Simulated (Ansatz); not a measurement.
Seebeck coefficient (μV/K, mean over directions) of p-type SiS$_{2}$ (I-42d) against carrier density, PBEsol, rigid bands (Ansatz, a program for electronic structure). Computed gap 2.90 eV; densities at which minority carriers matter at this gap, or further valleys turn the trend, are left out. Conductivity mass 1.26 mₑ (harmonic mean over directions), N_v = 1.4e20 cm⁻³ at 300 K.

```csv
hole density,300 K,500 K
1e16 cm⁻³,1033,1122
1e17 cm⁻³,___,923
1e18 cm⁻³,636,___
3e18 cm⁻³,542,630
1e19 cm⁻³,439,527
3e19 cm⁻³,___,433
1e20 cm⁻³,248,332
3e20 cm⁻³,169,246
1e21 cm⁻³,106,163
```

Task: Fill in the missing entries.

Result: 
- 1e17 cm⁻³, 300 K: 835
- 1e18 cm⁻³, 500 K: 725
- 3e19 cm⁻³, 300 K: 346

Rigid bands with a gap fixed in temperature, one relaxation time for all states, no polarons or phonon drag, and whether or not such doping can be reached. Spin-orbit coupling is left out; where it splits the top of the valence band, N_v and the p-type Seebeck coefficient come out somewhat high without it.

Formula and space group known from diffraction (Crystallography Open Database), not checked to be the room-temperature form: SiS2 (I-42d).
